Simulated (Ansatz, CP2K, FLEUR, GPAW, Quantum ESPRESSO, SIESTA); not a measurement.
# AgAu3 (P1, 4 atoms in the cell) computed with different codes at matched settings

Self-consistent single point, at a second geometry (atoms moved at random). First geometry:

```xyz
4
Lattice="4.1216 0.0000 0.0000 0.0000 4.1216 0.0000 0.0000 0.0000 4.1216" Properties=species:S:1:pos:R:3 pbc="T T T"
Ag     2.0608     2.0608     2.0608
Au     2.0608     0.0000     0.0000
Au     0.0000     2.0608     0.0000
Au     0.0000     0.0000     2.0608
```

Second geometry:
```
AgAu3
1.0
    4.12163     0.00000     0.00000
    0.00000     4.12163     0.00000
    0.00000     0.00000     4.12163
Ag Au
1 3
Direct
  0.48807   0.49917   0.49751
  0.50502   0.00908   0.00984
  0.99613   0.50392   0.00021
  0.01078   0.98783   0.49244
```

Shared settings, as Ansatz (a program for electronic structure) writes them: kpoints.mp_grid.grid = 6 6 6; scf.occupations.method = fermi_dirac; scf.occupations.width = 0.1 eV. Potentials and cutoffs stand in the table.

| code | model | ΔF from the first geometry (meV/atom) | pressure (GPa) | largest force (eV/Å) | cutoff |
|---|---|---|---|---|---|
| FLEUR | LDA (Perdew-Zunger), all-electron FLAPW (FLEUR), scalar-relativistic valence | 8.5 | – | 0.492 | Kmax 3.9 1/bohr |
| Quantum ESPRESSO | LDA (PZ), GBRV 1.5 ultrasoft (LDA) pseudopotentials | 8.5 | -9.90 | 0.486 | 40 Ry |
| Ansatz | LDA (PW92), PAW files made with PBE | 8.4 | -9.28 | 0.481 | 420 eV |
| SIESTA | LDA PW92, numerical atomic orbitals DZP, PseudoDojo LDA standard norm-conserving potentials (rewritten from UPF to PSML) | 10.6 | -12.72 | 0.613 | grid 300 Ry |
| CP2K | LDA (Pade form), GPW, DZVP-MOLOPT-SR-GTH basis, GTH-PADE potentials (GTH_POTENTIALS) | 10.6 | -4.22 | 0.614 | grid 500 Ry |
| GPAW | LDA (Perdew-Wang 92), GPAW PAW datasets LDA (gpaw-data 1.0.1) | 9.2 | -7.28 | 0.533 | 600 eV |

Size of the force on each atom (eV/Å): Sizes of forces hide their directions.

```json
[
 {"code": "FLEUR", "Ag1": "0.349", "Au2": "0.343", "Au3": "0.205", "Au4": "0.492"},
 {"code": "Quantum ESPRESSO", "Ag1": "0.347", "Au2": "0.339", "Au3": "0.202", "Au4": "0.486"},
 {"code": "Ansatz", "Ag1": "0.342", "Au2": "0.335", "Au3": "0.201", "Au4": "0.481"},
 {"code": "SIESTA", "Ag1": "0.392", "Au2": "0.427", "Au3": "0.272", "Au4": "0.613"},
 {"code": "CP2K", "Ag1": "0.410", "Au2": "0.425", "Au3": "0.261", "Au4": "0.614"},
 {"code": "GPAW", "Ag1": "0.359", "Au2": "0.369", "Au3": "0.226", "Au4": "0.533"}
]
```

A dash marks a value that a program does not give, or that is left out as unsure.

On Ansatz's run: spin-orbit coupling is off.

The spread over the programs that give each value: ΔF from the first geometry within 2.2 meV/atom; pressure within 8.50 GPa; largest force within 0.133 eV/Å.

SIESTA and CP2K use small atom-centred bases, whose incompleteness enters pressures, forces and empty levels differently from a plane-wave cutoff. FLEUR treats all electrons, but the usual bases taken here (sphere radii, linearisation, local orbitals, empty states) were not tested for convergence, so the values are no reference for the others. Ansatz's pressure is given at a fixed set of plane waves, as the other plane-wave codes print theirs; with its correction for the finite basis it is -9.23 GPa. The same LDA comes in different parametrisations, which differ slightly. In the pressure, SIESTA (by 3.44), CP2K (by 5.06) and GPAW (by 2.00) lie more than 1 GPa from the median of the plane-wave programs. In the force vectors, SIESTA (by 0.131) and CP2K (by 0.130) lie more than 0.08 eV/Å from the median of the plane-wave programs.

The starting cell comes from a database of computed structures (which also holds hypothetical and non-ambient phases and stackings), without a prior relaxation at this level. For this run, on top of that: atoms moved at random.

Keys are those of Ansatz 0.2.
